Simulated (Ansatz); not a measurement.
## Zinc-blende SnTe (model structure)

These are r²SCAN in Ansatz (plane waves, PAW) values and carry that method's errors.

Numerical settings: plane-wave cutoff 500 eV, 10×10×10 k mesh, Fermi–Dirac smearing 0.05 eV, scalar-relativistic PAW data made under PBE.

Cell (relaxed at this level):

Space group F-43m (No. 216); a = b = c = 7.163 Å, α = β = γ = 90.00°

| atom | site | symmetry | x | y | z |
|---|---|---|---|---|---|
| Sn | 4a | -43m | 0.0000 | 0.0000 | 0.0000 |
| Te | 4d | -43m | 0.7500 | 0.7500 | 0.7500 |
(The calculation used a cell of 2 atoms; values per cell refer to that cell.)

- band gap = 0.16 eV (on the SCF k mesh)

Note: the relaxation could raise the start's symmetry but not lower it, so the cell can be a saddle point.

Spin–orbit coupling is not included; with these elements it can move the gap by several tenths of an eV or more.

Static lattice: no zero-point or thermal effects.

The result took around 50 core-seconds (rough).

A model structure was made by putting elements into a prototype or built by hand; it is no filed structure, need not be a known phase, and can be a saddle point held by its symmetry.

Ansatz is a program for electronic structure.
